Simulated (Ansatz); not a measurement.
## 3C silicon carbide (0 0 1) on zinc-blende GaSb (0 0 1) (film strained to the substrate, started from cuts of the bulks and a machine-learned relaxation; metallic at this level, with no gap by band count; slabs Ga6Sb5 and C10Si12, which can lie off the formulas)

A periodic stack without vacuum, 3C silicon carbide (0 0 1) on zinc-blende GaSb (0 0 1) (film strained to the substrate, started from cuts of the bulks and a machine-learned relaxation; metallic at this level, with no gap by band count; slabs Ga6Sb5 and C10Si12, which can lie off the formulas): substrate slab Ga6Sb5, film C10Si12, surface cells [[1, 0], [1, 1]] and [[0, -1], [2, 1]], film strained by +0.3 and +0.3 %, outermost planes Ga/Ga and Si/Si as cut, which need not be the usual terminations and can put a slab off its formula.

The start was prepared with a machine-learned potential, and the result is one local minimum, with the in-plane cell held and forces under 0.04 eV/Å; the film can end far from its bulk form.

Level of theory: PBE (plane waves to 420 eV, PAW; Ansatz, an electronic-structure program). No spin–orbit coupling. Its k-point mesh 5×5×1, Fermi–Dirac width 0.05 eV.

The interface area is 19.3 Å² and the period comes out as 30.15 Å. The heights between the nearest atoms of the two slabs at the two interfaces comes out as 1.74 and 1.74 Å, the Ga–Si contacts across the interfaces within 1.22 times the sum of covalent radii comes out as 4, mean 2.52 Å and the spin-polarised check at this geometry is falls back to no moment.

```
CELL_PARAMETERS angstrom
      4.39292     0.00030    -0.02670
      0.00051     4.39042     0.15705
     -2.01596     1.08206    30.22402
ATOMIC_POSITIONS crystal
  Ga 0.01427 0.07786 0.13227
  Ga 0.46104 0.63274 0.02540
  Ga 0.11729 0.97418 0.33860
  Ga 0.56590 0.52579 0.23549
  Ga 0.22248 0.86736 0.54891
  Ga 0.66915 0.42274 0.44190
  Sb 0.98861 0.60344 0.08075
  Sb 0.09167 0.49975 0.28705
  Sb 0.54025 0.05125 0.18416
  Sb 0.19500 0.39537 0.49346
  Sb 0.64296 0.94852 0.38994
  C  0.26894 0.32161 0.64137
  C  0.76995 0.82074 0.64332
  C  0.34187 0.25012 0.78706
  C  0.84199 0.75001 0.78731
  C  0.80546 0.28581 0.71425
  C  0.30595 0.78530 0.71523
  C  0.41405 0.17938 0.93104
  C  0.91497 0.67847 0.93301
  C  0.87845 0.21426 0.86013
  C  0.37791 0.71470 0.85914
  Si 0.53265 0.05007 0.67849
  Si 0.04244 0.55669 0.67847
  Si 0.95093 0.12780 0.60654
  Si 0.55220 0.54985 0.60656
  Si 0.61026 0.98349 0.82343
  Si 0.10985 0.48103 0.82343
  Si 0.07256 0.01800 0.75096
  Si 0.57505 0.51759 0.75097
  Si 0.72131 0.96200 0.96785
  Si 0.14345 0.36064 0.96780
  Si 0.14974 0.94174 0.89591
  Si 0.64310 0.45172 0.89590
```
